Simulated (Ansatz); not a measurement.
A computed series for Ti3AlC2: pressure series

The parent structure is Ti₃AlC₂ (space group P6_3/mmc, No. 194; a = 3.051 Å, c = 18.500 Å).

Cell and atoms are relaxed at each pressure.

Computed with plane-wave PAW DFT at the PBEsol level (Ansatz, a program for electronic structure, 420 eV), spin-orbit coupling left out.

Notes on the quantities. enthalpy: H = E + PV relative to the base's energy.

```csv
variant,lattice parameter a,enthalpy
base,3.051 Å,–
pressure −2 GPa,3.062 Å,-0.16 eV/atom
pressure −1 GPa,[?],-0.08 eV/atom
pressure 0.3 GPa,3.049 Å,+0.02 eV/atom
pressure 0.7 GPa,3.047 Å,+0.05 eV/atom
pressure 1.5 GPa,3.043 Å,+0.12 eV/atom
pressure 3 GPa,3.035 Å,+0.23 eV/atom
pressure 5 GPa,3.025 Å,+0.38 eV/atom
pressure 7.5 GPa,3.012 Å,+0.57 eV/atom
pressure 10 GPa,3.001 Å,+0.75 eV/atom
```

### Question
Complete the table.

### Answer

- pressure −1 GPa, lattice parameter a: 3.056 Å

Load acts through the strain it causes; cell and atoms are relaxed under it. Whether these cells are dynamically stable was not tested. No other phases were tried under pressure. All final runs are without spin polarisation.
